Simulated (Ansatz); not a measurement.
Data:

```
CELL_PARAMETERS angstrom
      6.20408     0.00000     0.00000
      0.00000     6.20408     0.00000
      0.00000     0.00000     6.11521
ATOMIC_POSITIONS crystal
  Cs 0.00000 0.00000 0.00000
  Sn 0.50000 0.50000 0.50000
  I  0.50000 0.00000 0.50000
  I  0.00000 0.50000 0.50000
  I  0.50000 0.50000 0.00000
```

No spin polarisation.

Calculations: PBEsol (Ansatz, an electronic-structure program), without spin-orbit coupling. k-mesh 8×8×8 (Γ-centred); smearing 0.05 eV (Fermi–Dirac).

Q: What is the computed mean in-plane stress (compression positive)?

A: -0.5 GPa.

Q: What gap character does the calculation give?

A: Direct at A.

Q: Estimate the space group.

A: P4/mmm (No. 123).

Spin-orbit coupling, missing from the scalar runs, can matter with I. The cells carry an imposed strain or load. Stability against distortions was not tested. The cell was made from CsSnI₃ in the cubic perovskite structure (space group Pm-3m, No. 221) by this change: biaxial strain +1.20 %, plane normal [001], relaxed out of plane. Many cubic perovskites are stable only at high temperature; tilts and polar distortions were not tested. A zero or small gap of CsSnI3 can be the functional's error rather than a property of the material.
